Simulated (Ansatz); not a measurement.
Fluorite PtAl2: properties by level of theory

Reference values: lattice constant a 5.91 Å (measured, temperature not stated, copied from a table, unchecked, not corrected to a static lattice; as tabulated in Crystal Structures 1, 239 (1963)).

| level (code) | lattice constant a (Å) | bulk modulus B0 (GPa) |
|---|---|---|
| PBEsol (Ansatz) | 5.896 | 139 |
| PBEsol+SOC (Ansatz) | 5.889 | 140 |
| PBEsol-D3(BJ) (Ansatz) | ___ | 148 |
| r²SCAN (Ansatz) | 5.904 | 142 |
| r²SCAN+SOC (Ansatz) | 5.896 | 143 |
| r²SCAN+rVV10 (Ansatz) | 5.892 | 144 |

Task: Some entries are withheld; supply them.

Result: 
- PBEsol-D3(BJ) (Ansatz, an electronic-structure program), lattice constant a (Å): 5.843

Ansatz's density-functional and Hartree–Fock values are scalar-relativistic unless marked +SOC, with PAW data made under PBE.

The crystal itself was run without spin with PBEsol, PBEsol-D3(BJ), r²SCAN, r²SCAN+rVV10; a magnetic state was not tried in these runs.

The computed numbers hold no vibrational or temperature effects.
